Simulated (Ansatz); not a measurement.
A computed series for MgO: response to strain

Start from MgO in the rock salt structure (space group Fm-3m, No. 225; a = 4.254 Å).

Strains are applied to the cell and any free atomic positions relax.

Level of theory: PBE (Ansatz, a quantum-chemistry and plane-wave program), no spin-orbit coupling.

Candidates:
(a) isotropic strain +1.00 %
(b) isotropic strain +2.00 %
(c) isotropic strain −2.00 %
(d) isotropic strain −1.00 %

For the base:

The band gap is 4.46 eV.

### Question
Order them by band gap, lowest first.

### Answer
(b) isotropic strain +2.00 % (3.93 eV), (a) isotropic strain +1.00 % (4.19 eV), (d) isotropic strain −1.00 % (4.75 eV), (c) isotropic strain −2.00 % (5.05 eV)

No phonon test of stability was made.
